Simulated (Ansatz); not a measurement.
The reference is an 8-atom supercell of Ni in the fcc (Cu type) structure (space group Fm-3m, No. 225; a = 3.5188 Å; ferromagnetic) at its relaxed geometry.

Calculations: PBE (Ansatz, a first-principles code; PAW; 420 eV plane waves; scalar-relativistic without spin-orbit coupling), earlier PAW set.

One neutral defect a cell, atoms relaxed at fixed cell.

One change was made to it. Results:

The pressure grows by 15.27 GPa to 15.1 GPa; the largest displacement of a host atom from its site in the perfect cell comes out as 0.00 Å.

Which change produced these results?
A. Ge on a Ni site
B. Ni interstitial (started 1.50 Å from the nearest host atom), symmetric start
C. Pt on a Ni site

C, Pt on a Ni site. For comparison, the pressure in the other runs: Ge on a Ni site gives 5.4 GPa; Ni interstitial (started 1.50 Å from the nearest host atom), symmetric start gives 66.1 GPa.

Other magnetic orders, which the real material may have, were not ruled out. In so small a cell the defect repeats every few ångströms: this is an ordered compound, not a dilute defect. Defects with a symmetric start kept the site's symmetry and may sit on a saddle; the others started slightly shaken.
